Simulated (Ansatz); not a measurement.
Quick settings and what they miss: TiGa3 (I4/mmm, 4 atoms in the cell)

Self-consistent single point.

```
CELL_PARAMETERS angstrom
     -1.88400     1.88400     4.37674
      1.88400    -1.88400     4.37674
      1.88400     1.88400    -4.37674
ATOMIC_POSITIONS crystal
  Ti 0.00000 0.00000 0.00000
  Ga 0.75000 0.25000 0.50000
  Ga 0.25000 0.75000 0.50000
  Ga 0.50000 0.50000 0.00000
```

Computed with PBEsol, PAW files made with PBE (plane waves; Ansatz, an electronic-structure program).

Base settings: basis.ecutwfc = 420 eV; kpoints.mp_grid.grid = 13 13 13; hamiltonian.xc = pbesol; hamiltonian.pseudopotentials = {kind: paw} (the program's default PAW files); scf.occupations.method = gaussian; scf.occupations.width = 0.272 eV.

Tight run (finer mesh or higher cutoff; not a proven limit): basis.ecutwfc: 420 eV → 590 eV; kpoints.mp_grid.grid: 13 13 13 → 18 18 18; scf.convergence.dr2_threshold: default (1e-07 eV) → 1e-09 eV. It gave Fermi level (on the code's own zero) 12.80 eV; pressure -2.15 GPa.

Quick runs, as changes from the base:
- A: the base itself
- B: basis.ecutwfc: 420 eV → 295 eV; kpoints.mp_grid.grid: 13 13 13 → 8 8 8
- C: basis.ecutwfc: 420 eV → 250 eV; kpoints.mp_grid.grid: 13 13 13 → 6 6 6; scf.occupations.method: gaussian → methfessel_paxton; scf.occupations.width: 0.272 eV → 0.136 eV
- D: basis.ecutwfc: 420 eV → 210 eV; kpoints.mp_grid.grid: 13 13 13 → 8 8 8; scf.occupations.width: 0.272 eV → 0.136 eV; kpoints.mp_grid.shift: default → 0.5 0.5 0.5; scf.convergence.dr2_threshold: default (1e-07 eV) → 0.0001 eV
- E: basis.ecutwfc: 420 eV → 295 eV; kpoints.mp_grid.grid: 13 13 13 → 4 4 4; hamiltonian.xc: pbesol → lda; scf.convergence.dr2_threshold: default (1e-07 eV) → 0.001 eV [LDA (PW92)]
- F: basis.ecutwfc: 420 eV → 250 eV; kpoints.mp_grid.grid: 13 13 13 → 1 1 1

Energies are extrapolated to zero smearing width, which holds to low order in the width alone.

Dashes: energy of E, another energy zero.

† marks runs with another functional, U, potentials or spin treatment: their distance from the tight run is not a convergence error alone.

The count of work is k-points × plane waves × bands × iterations; it is no time. 

Pressures in the table are Ansatz's without its Pulay estimate, at a fixed set of plane waves; the tight run's value above holds the estimate.

The starting cell comes from a database of computed structures (which also holds hypothetical and non-ambient phases and stackings), without a prior relaxation at this level. Its lattice was rescaled by a random factor within 2.5 % of one. Spin polarisation is off.

```tsv
run	energy less tight (meV/atom)	pressure less tight (GPa)	count of work / tight
A	1.3	-0.04	0.20
B	93.4	-10.14	0.035
C	828.3	-61.19	0.013
D	4007.0	-206.49	0.015
E†	–	-14.36	0.0052
F	2603.0	-42.57	0.00048
```

Among the runs at the tight run's level, the energy misses run from 1.3 to 4007.0 meV/atom.

Keys are those of Ansatz 0.2.
